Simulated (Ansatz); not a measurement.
A computed series for InP: response to strain

Consider InP in the wurtzite structure (space group P6_3mc, No. 186; a = 4.169 Å, c = 6.846 Å; a model cell, its experimental status unchecked). Axes: x lies along a and z along c of the hexagonal cell.

Strains are applied to the cell and any free atomic positions relax; under biaxial strain the out-of-plane vector relaxes too.

Levels (all Ansatz, an electronic-structure program, PAW): r2SCAN (500 eV, scalar-relativistic without spin-orbit coupling); HSE06 (420 eV, no spin-orbit coupling).

Band gaps by level, all at the geometries relaxed with r2SCAN:

| case | r2SCAN | HSE06 |
|---|---|---|
| base | 1.10 eV | 1.42 eV |
| biaxial strain +2.04 %, plane normal [001], relaxed out of plane | 0.94 eV | 1.25 eV |
| biaxial strain +2.27 %, plane normal [001], relaxed out of plane | 0.91 eV | 1.22 eV |
| isotropic strain −3.84 % | 1.79 eV | 2.14 eV |
| isotropic strain −1.96 % | 1.45 eV | 1.79 eV |
| uniaxial strain ε_zz = −0.85 % | 1.18 eV | 1.50 eV |

Single points use the geometry relaxed with r2SCAN. Stability against distortions was not tested. This is not the structure that InP has at room temperature and ambient pressure.
